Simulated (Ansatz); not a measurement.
Results of rVV10 (plane waves, PAW; Ansatz, a quantum-chemistry and plane-wave program) for tetragonal HfO₂ (model structure) (like a known high-temperature phase).

Run with plane-wave cutoff 500 eV, 8×8×6 k mesh (along the axes of the cell as run), gaussian smearing 0.02 eV, scalar-relativistic PAW data made under PBE.

Cell (relaxed at this level):

```cif
data_Hf2O4
_chemical_formula_sum 'Hf2 O4'
_space_group_name_H-M_alt 'P 1'
_space_group_IT_number 1
_cell_length_a 3.61903
_cell_length_b 3.61903
_cell_length_c 5.27434
_cell_angle_alpha 90.000
_cell_angle_beta 90.000
_cell_angle_gamma 90.000
loop_
_space_group_symop_operation_xyz
  'x, y, z'
loop_
_atom_site_label
_atom_site_type_symbol
_atom_site_fract_x
_atom_site_fract_y
_atom_site_fract_z
_atom_site_occupancy
Hf1 Hf 0.00000 0.00000 0.00000 1
Hf2 Hf 0.50000 0.50000 0.50000 1
O1 O 0.00000 0.50000 0.19510 1
O2 O 0.00000 0.50000 0.69510 1
O3 O 0.50000 0.00000 0.30490 1
O4 O 0.50000 0.00000 0.80490 1
```

**Question.** Give the computed band gap.

**Answer.** 
band gap: 4.52 eV (on the SCF k mesh)

Note: held by symmetry at 0 K, a high-temperature phase can be a saddle point.

Spin–orbit coupling is not included.

The computed numbers hold no vibrational or temperature effects.

Cost on a shared machine: around 110 core-seconds (rough).

A model structure was made by putting elements into a prototype or built by hand; it is no filed structure, need not be a known phase, and can be a saddle point held by its symmetry.
